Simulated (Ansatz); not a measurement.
**O on the 1x1 (111) surface of fcc Ag, one in a 2x2 cell, started at the site 'hollow Ag-Ag-Ag over Ag at depth 4.7 Å'**

Level of theory: PBE (plane waves to 420 eV, PAW; Ansatz, a program for electronic structure).

Slab: 17 atoms, 7.1 Å thick at the start under the adsorbate (thin: gaps and levels are the slab's own); k 6x6x1, smearing 0.1 eV, dipole-corrected; 8 atoms held, the rest relaxed; start symmetry kept, larger cells not searched; spin-polarised, no spin-orbit, no U, no dispersion correction. The starting moment vanished. At the end it is bonded to 3 Ag. In PBE it is, or lies within 0.03 eV of, the lowest of the starts that converged.

adsorption energy against ½ O2(g): -0.33 eV
work function of the top face: 5.62 eV
change of the work function: 1.18 eV
change of the step from the bottom to the top vacuum level, against the clean slab: 1.15 eV
energy released by relaxation: 0.11 eV
height of the binding atom over the mean of the host atoms within 0.3 Å of the top one: 1.218 Å
magnetic moment of the cell: 0.00 μB
nearest host atoms of the binding atom: Ag at 2.12 Å, Ag at 2.12 Å, Ag at 2.12 Å
largest move of a host atom: 0.09 Å
cost: around 17 core-minutes (rough)

A negative adsorption energy means that the adsorbate is more stable on the surface than in its reference.
